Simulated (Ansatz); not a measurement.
BaBi3 (model structure, within 0.1 Å of Pm-3m, No. 221, 4 atoms in the cell) was calculated with LDA (plane waves, PAW; Ansatz, a first-principles code).

Settings: plane-wave cutoff 520 eV, 12×12×12 k mesh, Fermi–Dirac smearing 0.05 eV, scalar-relativistic PAW data made under PBE.

Cell (relaxed at this level):

```
CELL_PARAMETERS angstrom
      5.01184     0.00000     0.00000
      0.00000     5.01184     0.00000
      0.00000     0.00000     5.01285
ATOMIC_POSITIONS crystal
  Ba 0.00000 0.00000 0.00000
  Bi 0.50000 0.50000 0.00000
  Bi 0.50000 0.00000 0.50000
  Bi 0.00000 0.50000 0.50000
```

Question: What does this level give for the bulk modulus B0?

Answer: 
- bulk modulus B0: 49.5 GPa

The run finds no gap.

Note: the bulk modulus is −V dP/dV from two relaxed cells at ±2 % in volume.

Spin–orbit coupling is not included; it can shift volumes and moduli of such heavy elements.

A model structure was made by putting elements into a prototype or built by hand; it is no filed structure, need not be a known phase, and can be a saddle point held by its symmetry.
